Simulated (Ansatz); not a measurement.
Input and output of a self-consistent single point for Rb (Im-3m, 1 atom in the cell) (Ansatz, a quantum-chemistry and plane-wave program).

Computed with PBE (plane waves, PAW; Ansatz).

```xyz
1
Lattice="-2.7826 2.7826 2.7826 2.7826 -2.7826 2.7826 2.7826 2.7826 -2.7826" Properties=species:S:1:pos:R:3 pbc="T T T"
Rb     0.0000     0.0000     0.0000
```

Reference input (self-consistent single point, DFT, PBE, plane waves, default PAW files): basis.ecutwfc = 30.9 Ry; kpoints.mp_grid.grid = 11 11 11; hamiltonian.xc = pbe; hamiltonian.pseudopotentials = {kind: paw} (the program's default PAW files); scf.occupations.method = gaussian; scf.occupations.width = 0.02 Ry. This run's input differs from it in these lines:

Ansatz 0.2 input:
```diff
@@ -10,3 +10,3 @@
 kpoints:
-  mp_grid: { grid: [11, 11, 11] }
+  mp_grid: { grid: [6, 6, 6] }
 hamiltonian:
```

The program printed (abridged):

```
SCF iter   1: F=—  HF=-3267.357771 eV  |F-HF|=—  |Δ(HF+E_count)|=         —  Δρ=1.16e-4  dr2=7.27e-6  ethr=1.77e-3  ⟨swp⟩=6.8  Hψ=1103  notcnv=0
all-band conjugate gradients solve this SCF's bands
preconditioner: auto → Kerker (q_TF=auto, 1.872 Å⁻¹)
SCF iter   2: F=—  HF=-3267.358416 eV  |F-HF|=—  |Δ(HF+E_count)|=   6.45e-4  Δρ=8.22e-5  dr2=3.87e-6  ethr=8.08e-8  ⟨swp⟩=3.9  Hψ=451  notcnv=0
   [... lines left out ...]
SCF iter   4: F=-3267.358418 eV  HF=-3267.358418 eV  |F-HF|=7.03e-9  |Δ(HF+E_count)|=   1.40e-6  Δρ=7.21e-6  dr2=8.31e-8  ethr=1.26e-8  ⟨swp⟩=2.8  Hψ=220  notcnv=0
iter 5 did not close the SCF: its close was put off for the readings that it lacked (scf_convergence_deferred on its scf_iter line)
SCF iter   5: F=-3267.358418 eV  HF=-3267.358418 eV  |F-HF|=9.87e-10  |Δ(HF+E_count)|=   7.86e-9  Δρ=3.56e-6  dr2=1.52e-8  ethr=9.23e-10  ⟨swp⟩=1.6  Hψ=159  notcnv=0
SCF iter   6: F=-3267.358418 eV  HF=-3267.358418 eV  |F-HF|=1.79e-10  |Δ(HF+E_count)|=   1.59e-9  Δρ=1.88e-6  dr2=4.34e-9  ethr=1.69e-10  ⟨swp⟩=3.1  Hψ=668  notcnv=0
SCF 1 converged in 6 iterations: F = -3267.358418 eV  dr2 = 4.34e-9
Free energy (F): -3267.358418 eV
Internal energy: -3267.316476 eV  (E = F + TS)
E sigma→0 (E₀):  -3267.337447 eV
Entropy (-TS):   -0.041942 eV (-41.942 meV/atom)
Fermi energy:    2.174665 eV
--- Forces (eV/Å), atoms counted from 1 ---
  atom   1  Rb     0.00000000    -0.00000000     0.00000000
--- Stress (GPa, compression-positive) ---
        0.191938       0.000000       0.000000
        0.000000       0.191938       0.000000
        0.000000      -0.000000       0.191938
  P = ⅓ Tr σ = 0.1919 GPa (1.919 kbar)
  The stress holds the Pulay correction. Without it, at fixed plane waves, as pw.x and ABINIT print it: P = 0.1918 GPa
```

The run converged in 6 iterations. Against the reference run the free energy rises by 5.4 meV/atom and the pressure hardly changes (0.18 to 0.19 GPa).

The starting cell has typed, rounded lattice constants, without a prior relaxation at this level. Its lattice was rescaled by a random factor within 2.5 % of one. Ansatz's pressure includes its estimate of the finite-basis (Pulay) stress.
